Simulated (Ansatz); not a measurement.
Given:

```yaml
crystal:
  lattice:
    - [-1.86967, 1.86967, 4.75590]
    - [1.86967, -1.86967, 4.75590]
    - [1.86967, 1.86967, -4.75590]
  atoms:
    - { symbol: Ti, position: [0.75000, 0.25000, 0.50000] }
    - { symbol: Ti, position: [0.00000, 0.00000, 0.00000] }
    - { symbol: O, position: [0.54277, 0.04277, 0.50000] }
    - { symbol: O, position: [0.79277, 0.79277, 0.00000] }
    - { symbol: O, position: [0.20723, 0.20723, 0.00000] }
    - { symbol: O, position: [0.95723, 0.45723, 0.50000] }
```

No spin polarisation.

Method: LDA (Ansatz, a first-principles code, PAW, without spin-orbit coupling). Settings: 12×12×12 k-points, 0.05 eV Fermi–Dirac smearing.

Question: Predict the band gap and gap character.

Answer: 
- Band gap = 2.10 eV
- Gap character = indirect, Γ–X (87 % along) → Γ

The cells carry an imposed strain or load. Stability against distortions was not tested. The final runs are not spin-polarised. The cell was made from TiO$_{2}$ in the anatase structure (space group I4_1/amd, No. 141) by this change: uniaxial strain ε_zz = +0.60 %.
